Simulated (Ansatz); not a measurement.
Cubic perovskite KMgF3, treated with BLYP in Ansatz (PAW).

Numerical settings: plane-wave cutoff 520 eV, 8×8×8 k mesh, Fermi–Dirac smearing 0.01 eV, scalar-relativistic PAW data made under PBE.

Properties against volume:

| V (Å³/atom) | P (GPa) | direct gap at Γ (eV) | smallest gap on the k mesh (eV) |
|---|---|---|---|
| 12.727 | 4.58 | 7.733 | 7.417 |
| 12.998 | 2.88 | 7.571 | 7.255 |
| 13.269 | 1.36 | 7.416 | 7.101 |
| 13.539 | -0.01 | 7.267 | 6.953 |
| 13.810 | -1.23 | 7.124 | 6.811 |
| 14.081 | -2.33 | 6.987 | 6.676 |
| 14.352 | -3.32 | 6.855 | 6.545 |

The fundamental gap (6.95 eV at the equilibrium volume, with added k points) lies elsewhere than Γ–Γ.

Ansatz is a quantum-chemistry and plane-wave program.
